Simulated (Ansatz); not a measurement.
**What P vacancy, symmetric start does to BP**

Base system: an 8-atom supercell of BP in the zinc blende structure (space group F-43m, No. 216; a = 4.520 Å) at its relaxed geometry.

Perturbation: one P atom is removed, atoms relaxed at fixed cell.

All numbers come from Ansatz (a program for electronic structure) PBEsol, without spin-orbit coupling, earlier PAW set. k-mesh 5×5×5 (Γ-centred); smearing 0.01 eV (Fermi–Dirac).

| quantity | base | changed | shift |
|---|---|---|---|
| pressure | 0.0 GPa | -2.6 GPa | -2.6 GPa |
| energy gained by relaxation | – | 0.26 eV | – |
| largest displacement of a host atom from its site in the perfect cell | – | 0.13 Å | – |
| mean distance from the defect site to its nearest host atoms | 1.96 Å | 2.09 Å | +0.13 Å |

Final structure:

```xyz
7
Lattice="-4.5202 0.0000 0.0000 0.0000 0.0000 4.5202 0.0000 4.5202 0.0000" Properties=species:S:1:pos:R:3 pbc="T T T"
P     -3.3902     1.1301     3.3902
P     -3.3902     3.3902     1.1301
P     -1.1301     1.1301     1.1301
B      0.0756     0.0756     0.0756
B     -2.3357     2.1845     0.0756
B     -2.3357     0.0756     2.1845
B      0.0756     2.1845     2.1845
```

Other magnetic orders, which the real material may have, were not ruled out. In so small a cell the defect repeats every few ångströms: this is an ordered compound, not a dilute defect. The mesh was chosen for an insulator and is coarse for the gapless case. The defect started on the symmetric site and kept its symmetry, so it may sit on a saddle. Starting moments died away, wholly or in part, for P vacancy; another magnetic solution may exist. The defect cell is spin-polarised and ends with 0.0 μB.
